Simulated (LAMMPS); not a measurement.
Molecular dynamics of SnO2 (rutile), 576 atoms, at 1710 K and 0 GPa, heated as the crystal.

Model: classical MD, Buckingham potential of Woodley, Battle, Gale and Catlow, Phys. Chem. Chem. Phys. 1, 2535 (1999), used with rigid ions (no shells), PPPM sums, short-range terms cut at 10 Å, modified for these runs by an r^-4 repulsive force inside the short-range force's maximum, run in LAMMPS.

Starting crystal:

```
SnO2
1.0
    4.74000     0.00000     0.00000
    0.00000     4.74000     0.00000
    0.00000     0.00000     3.19000
Sn O
2 4
Cartesian
  0.00000   0.00000   0.00000
  2.37000   2.37000   1.59500
  1.45518   1.45518   0.00000
  3.82518   0.91482   1.59500
  0.91482   3.82518   1.59500
  3.28482   3.28482   0.00000
```

**Question.** Give the mean frequency of the velocity spectrum, the most common Sn-O-Sn angle, the density, the coordination number of Sn by O, the state found as this potential yields it.

**Answer.** mean frequency of the velocity spectrum: 15.9 THz; most common Sn-O-Sn angle: in the 3° bin centred on 127.5° (mean of all 120°); density: 6.8814 ± 0.0007 g/cm³; coordination number of Sn by O: 6.00 (counted to 2.74 Å); state found: crystal; no diffusion seen in 21 ps.

Caution: the potential ionic pair potential woodley1999 is fitted for structure prediction of static crystals.
